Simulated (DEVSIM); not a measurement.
Structure: illuminated Si n-on-p cell, one wavelength, at 300 K.

| layer (left to right) | material | thickness (μm) | Nd (cm⁻³) | Na (cm⁻³) | τn (s) | τp (s) | absorption coefficient (cm⁻¹) |
|---|---|---|---|---|---|---|---|
| 1 | Si | 0.330 | 1.2e18 | - | 1.3e-7 | 6.2e-7 | 200 |
| 2 | Si | 87.0 | - | 3.3e16 | 9.2e-7 | 9.2e-7 | 200 |

Left contact: ohmic, minority hole recombination velocity 4e6 cm/s. Right contact: ohmic, minority electron recombination velocity 500 cm/s. Voltage is applied to the left contact. Recombination: SRH at mid-gap, radiative, Auger. Gap narrowing is on: ΔEg = 6.92 meV × (l + √(l² + 0.5)), l = ln(N/1.3e17 cm⁻³), shared equally by both band edges. Light enters at the left, 1.4e17 photons cm⁻² s⁻¹, one pass, no reflection. Mobility is μmin + (μ − μmin)/(1 + (N/Nref)^α).

Constants are typed, rounded textbook-type inputs, not results; the design itself was drawn at random and stands for no fabricated device. Values at 300 K.

```tsv
parameter	Si
gap (eV)	1.124
affinity (eV)	4.05
permittivity	11.7
Nc (cm⁻³)	2.86e19
Nv (cm⁻³)	3.1e19
μn (cm²/Vs)	1417
μp (cm²/Vs)	470
μn,min	52
μp,min	45
Nref,n	9.7e16
Nref,p	2.2e17
αn	0.68
αp	0.72
B (cm³/s)	4.7e-15
Cn (cm⁶/s)	2.8e-31
Cp (cm⁶/s)	9.9e-32
```

DEVSIM, 1D drift-diffusion, Boltzmann statistics, complete ionisation; no tunnelling, impact ionisation, image-force lowering or self-heating.

The photon flux was swept, all else fixed.

```json
[
 {"photon flux (cm^-2 s^-1)": "4.2e15", "fill factor": "0.78", "largest power (mW/cm²)": "0.120", "short-circuit current (mA/cm²)": "0.341", "share of generated pairs collected at short circuit": "0.614"},
 {"photon flux (cm^-2 s^-1)": "1.4e16", "fill factor": "0.79", "largest power (mW/cm²)": "0.435", "short-circuit current (mA/cm²)": "1.14", "share of generated pairs collected at short circuit": "0.614"},
 {"photon flux (cm^-2 s^-1)": "4.2e16", "fill factor": "0.80", "largest power (mW/cm²)": "1.40", "short-circuit current (mA/cm²)": "3.41", "share of generated pairs collected at short circuit": "0.614"},
 {"photon flux (cm^-2 s^-1)": "1.4e17", "fill factor": "0.81", "largest power (mW/cm²)": "5.01", "short-circuit current (mA/cm²)": "11.4", "share of generated pairs collected at short circuit": "0.614"},
 {"photon flux (cm^-2 s^-1)": "4.2e17", "fill factor": "0.82", "largest power (mW/cm²)": "16.0", "short-circuit current (mA/cm²)": "34.1", "share of generated pairs collected at short circuit": "0.614"},
 {"photon flux (cm^-2 s^-1)": "1.4e18", "fill factor": "0.83", "largest power (mW/cm²)": "56.6", "short-circuit current (mA/cm²)": "114", "share of generated pairs collected at short circuit": "0.615"},
 {"photon flux (cm^-2 s^-1)": "4.2e18", "fill factor": "0.83", "largest power (mW/cm²)": "180", "short-circuit current (mA/cm²)": "343", "share of generated pairs collected at short circuit": "0.618"}
]
```

From the first row to the last the fill factor goes from 0.78 to 0.83. From the first row to the last the largest power goes from 0.120 to 180.
